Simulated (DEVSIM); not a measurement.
Structure: abrupt Ge n-p junction, at 400 K.

| layer (left to right) | material | thickness (μm) | Nd (cm⁻³) | Na (cm⁻³) | τn (s) | τp (s) |
|---|---|---|---|---|---|---|
| 1 | Ge | 13.0 | 3.6e15 | - | 3.4e-7 | 3.4e-7 |
| 2 | Ge | 0.520 | - | 1.3e16 | 3.4e-7 | 3.4e-7 |

Left contact: ohmic. Right contact: ohmic. Voltage is applied to the left contact. Recombination: SRH at mid-gap, radiative. Mobility is μmin + (μ − μmin)/(1 + (N/Nref)^α).

This is a model device: material constants are rounded textbook-type values typed into the input, and sizes, dopings and lifetimes were drawn at random. Values at 300 K; Nc and Nv go as T^1.5, mobilities as T to minus their exponent, the gap by Varshni's rule with the affinity fixed.

| parameter | Ge |
|---|---|
| gap (eV) | 0.664 |
| affinity (eV) | 4 |
| permittivity | 16 |
| Nc (cm⁻³) | 1.04e19 |
| Nv (cm⁻³) | 6e18 |
| μn (cm²/Vs) | 3900 |
| μp (cm²/Vs) | 1900 |
| μn,min | 150 |
| μp,min | 100 |
| Nref,n | 2.6e17 |
| Nref,p | 4e17 |
| αn | 0.56 |
| αp | 0.6 |
| T exponent of μn | 1.66 |
| T exponent of μp | 2.33 |
| B (cm³/s) | 6.4e-14 |
| Varshni α (eV/K) | 0.000477 |
| Varshni β (K) | 235 |

Simulated with DEVSIM: 1D drift-diffusion, Boltzmann statistics, complete ionisation; no tunnelling, impact ionisation, image-force lowering or self-heating.

The doping Nd of layer 1 was swept, all else fixed.

| doping Nd of layer 1 (cm^-3) | largest field in the device at zero bias (V/cm) | potential step across the device at zero bias (V) |
|---|---|---|
| 1.1e14 | 5200 | 0.078 |
| 3.6e14 | 5400 | 0.081 |
| 1.1e15 | 5800 | 0.090 |
| 3.6e15 | 7400 | 0.113 |
| 1.1e16 | 11000 | 0.148 |
| 3.6e16 | 17000 | 0.188 |
| 1.1e17 | 25000 | 0.226 |

From the first row to the last the largest field in the device at zero bias goes from 5200 to 25000. From the first row to the last the potential step across the device at zero bias goes from 0.078 to 0.226.
